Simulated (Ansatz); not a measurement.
Pt (Fm-3m) under hydrostatic pressure: resistivity at 300 K by PBEsol, DFPT electron-phonon coupling, linearised Boltzmann equation (plane waves, PAW, scalar-relativistic; Ansatz, a first-principles code). The unloaded cell, whose axes the loads refer to:

```xyz
1
Lattice="0.0000 1.9586 1.9586 1.9586 0.0000 1.9586 1.9586 1.9586 0.0000" Properties=species:S:1:pos:R:3 pbc="T T T"
Pt     0.0000     0.0000     0.0000
```

| hydrostatic pressure (GPa) | volume per atom (Å³) | resistivity at 300 K (μΩ·cm) |
|---|---|---|
| -4 | 15.25 | 8.15 |
| 0 | 15.03 | 7.51 |
| 5 | 14.78 | ? |
| 15 | 14.35 | 5.89 |

Problem. Fit a straight line to ln(resistivity at 300 K) against the load over the rows given, and predict the row at 5 GPa.

Solution. The means are x̄ = 3.667 GPa and ȳ = 1.9625; Σ(x − x̄)(y − ȳ) = -3.381 and Σ(x − x̄)² = 200.7, so the slope is -1.68 % per GPa, and the rows given lie within 0.80 % of the line. At 5 GPa the line gives 6.96 μΩ·cm; the calculation gives 6.86 μΩ·cm, 1.4 % from it.

Metals; harmonic phonons alone scatter; means over directions. Halving the electron mesh moves these values by up to 4 %; q meshes are mostly untested. Spin-orbit coupling is left out. Stresses and pressures are the targets of the relaxation. The structure type is held at every load. Geometry: relaxed with this functional, without spin-orbit coupling.

The missing spin-orbit coupling matters most for Pt under load (space group Fm-3m).
